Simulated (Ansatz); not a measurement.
Base system: Mg in the hcp (Mg type) structure (space group P6_3/mmc, No. 194; a = 3.175 Å, c = 5.163 Å; relaxed with 0.1 eV smearing).

Method: Ansatz (a program for electronic structure), PBEsol, PAW, cutoff 420 eV, without spin-orbit coupling.

For the base:

Pressure: 0.0 GPa
Band gap: zero

It is then changed as follows: the cell is scaled by 0.9900 in all directions; the atoms relax in the strained cell.

**Question.** Predict the new pressure.

**Answer.** The pressure (mean of the normal stresses, compression positive) goes from zero to 1.2 GPa.

**Question.** What does the calculation give for the energy relative to the base after the change?

**Answer.** The energy rises by 2.4 meV/atom.

**Question.** Estimate the effect on the band gap.

**Answer.** The band gap remains zero.

Whether these cells are dynamically stable was not tested.
